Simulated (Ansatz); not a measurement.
Functionals compared on the (110) surface of fcc Ni, ferromagnetic in its 1x1 cell, outermost plane spacing 1.24 Å in the ideal cut, in Ansatz (plane waves, PAW). The structure was relaxed with PBE; the other rows are single points on it, each with its references at the same level. Cutoff 420 eV.

Set-up: 9 atoms, 10.0 Å thick at the start (thin: gaps and levels are the slab's own); mesh 15x11x1; 0.1 eV smearing; dipole correction on; all atoms relaxed; held to the start's symmetry, so lower structures may exist; spin-polarised, no spin-orbit, no U. These notes are the PBE run's.

```json
[
 {"functional": "PBE", "surface energy (J/m²)": "2.32", "work function of the top face (eV)": "4.52", "magnetic moment of the cell (μB)": "6.02", "rough cost of the single point": "–"},
 {"functional": "LDA", "surface energy (J/m²)": "2.92", "work function of the top face (eV)": "4.90", "magnetic moment of the cell (μB)": "5.76", "rough cost of the single point": "roughly 8 core-minutes"},
 {"functional": "PBEsol", "surface energy (J/m²)": "2.72", "work function of the top face (eV)": "4.63", "magnetic moment of the cell (μB)": "6.01", "rough cost of the single point": "around 4 core-minutes (rough)"},
 {"functional": "RPBE", "surface energy (J/m²)": "2.06", "work function of the top face (eV)": "4.34", "magnetic moment of the cell (μB)": "6.07", "rough cost of the single point": "very roughly 4 core-minutes"}
]
```

Ansatz is an electronic-structure program.
